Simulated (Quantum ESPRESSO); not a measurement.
Quantum ESPRESSO run on Zr₂CuSb₃ (P-4m2, 6 atoms in the cell): self-consistent single point.

Computed with LDA (PZ), PSlibrary PAW (LDA) pseudopotentials (plane waves; Quantum ESPRESSO).

```
Zr2CuSb3
1.0
    3.94040     0.00000     0.00000
    0.00000     3.94040     0.00000
    0.00000     0.00000     8.69710
Cu Zr Sb
1 2 3
Direct
  0.00000   0.00000   0.00000
  0.00000   0.50000   0.73650
  0.50000   0.00000   0.26350
  0.50000   0.50000   0.00000
  0.00000   0.50000   0.38350
  0.50000   0.00000   0.61650
```

Reference input (self-consistent single point, DFT, LDA (PZ), plane waves, PSlibrary ultrasoft (LDA) pseudopotentials): ecutwfc = 55 Ry; ecutrho = 330 Ry; occupations = smearing; smearing = marzari-vanderbilt; degauss = 0.0073499 Ry; K_POINTS = automatic 7 7 3 0 0 0; conv_thr = 1e-10 Ry; mixing_beta = 0.7. This run's input differs from it in these lines:

```diff
@@ -23,5 +23,5 @@
 ATOMIC_SPECIES
-Cu    63.5460  Cu.pz-dn-rrkjus_psl.1.0.0.UPF
-Zr    91.2240  Zr.pz-spn-rrkjus_psl.1.0.0.UPF
-Sb   121.7600  Sb.pz-n-rrkjus_psl.1.0.0.UPF
+Cu    63.5460  Cu.pz-dn-kjpaw_psl.1.0.0.UPF
+Zr    91.2240  Zr.pz-spn-kjpaw_psl.1.0.0.UPF
+Sb   121.7600  Sb.pz-n-kjpaw_psl.1.0.0.UPF
 ATOMIC_POSITIONS angstrom
```

Output (repeated stretches shortened):

```
     Self-consistent Calculation

     iteration #  1     ecut=    55.00 Ry     beta= 0.70

     Threshold (ethr) on eigenvalues was too large:
     Diagonalizing with lowered threshold

     total energy              =   -1816.56443514 Ry
     estimated scf accuracy    <       0.10502254 Ry

     iteration #  2     ecut=    55.00 Ry     beta= 0.70

     total energy              =   -1816.52579273 Ry
     estimated scf accuracy    <       0.70145554 Ry

     iteration #  3     ecut=    55.00 Ry     beta= 0.70

     total energy              =   -1816.60765756 Ry
     estimated scf accuracy    <       0.03051128 Ry

   [... 8 blocks of this kind left out ...]

     iteration # 12     ecut=    55.00 Ry     beta= 0.70

     total energy              =   -1816.61841695 Ry
     estimated scf accuracy    <          1.1E-10 Ry

     iteration # 13     ecut=    55.00 Ry     beta= 0.70
     End of self-consistent calculation

     the Fermi energy is    10.0405 ev

!    total energy              =   -1816.61841695 Ry
     estimated scf accuracy    <          5.0E-12 Ry
     smearing contrib. (-TS)   =       0.00042799 Ry
     internal energy E=F+TS    =   -1816.61884494 Ry

     convergence has been achieved in  13 iterations

     Forces acting on atoms (cartesian axes, Ry/au):

     atom    1 type  1   force =     0.00000000    0.00000000    0.00000000
     atom    2 type  2   force =     0.00000000    0.00000000    0.01051166
     atom    3 type  2   force =     0.00000000    0.00000000   -0.01051166
     atom    4 type  3   force =     0.00000000    0.00000000    0.00000000
     atom    5 type  3   force =     0.00000000    0.00000000   -0.01060278
     atom    6 type  3   force =     0.00000000    0.00000000    0.01060278

     Total force =     0.021115     Total SCF correction =     0.000010

          total   stress  (Ry/bohr**3)                   (kbar)     P=      -71.26
  -0.00049499   0.00000000   0.00000000          -72.82        0.00        0.00
   0.00000000  -0.00049499   0.00000000            0.00      -72.82        0.00
   0.00000000   0.00000000  -0.00046321            0.00        0.00      -68.14

   JOB DONE.
```

The run converged in 13 iterations. Against the reference run the pressure hardly changes (-7.04 to -7.13 GPa) and the largest force stays at 0.273 eV/Å.

The starting cell comes from a database of published, mostly measured structures (it also holds non-ambient and calculated ones), without a prior relaxation at this level. Spin polarisation is off. With a pressure of about -7 GPa the cell is away from its equilibrium volume at this level.

Cost on one core of a shared machine: roughly 2 min.
